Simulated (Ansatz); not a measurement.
## Cu: Cu → Ni

The reference is Cu in the fcc (Cu type) structure (space group Fm-3m, No. 225; a = 3.564 Å).

Modification: Ni takes the place of Cu on all its sites, then cell and atoms are relaxed.

The values are results of Ansatz (a quantum-chemistry and plane-wave program) PBEsol, no SOC, not measurements. Settings: 23×23×23 k-points, 0.05 eV Fermi–Dirac smearing, for the changed cell.

```json
{
 "volume_per_atom": "10.38 Å³ (base 11.32 Å³)",
 "density": "9.39 g/cm³ (base 9.33 g/cm³)",
 "lattice_parameter_a": "3.463 Å (base 3.564 Å)",
 "shortest_interatomic_distance": "2.449 Å (base 2.520 Å)",
 "band_gap": "zero (base zero)",
 "magnetic_state": "ferromagnetic (base not spin-polarised)",
 "largest_site_moment": "0.65 μB (base 0.00 μB)"
}
```

Other magnetic orders, which the real material may have, were not ruled out. Stability against distortions was not tested. Spin-polarised in the final run: Ni; the other runs are not.
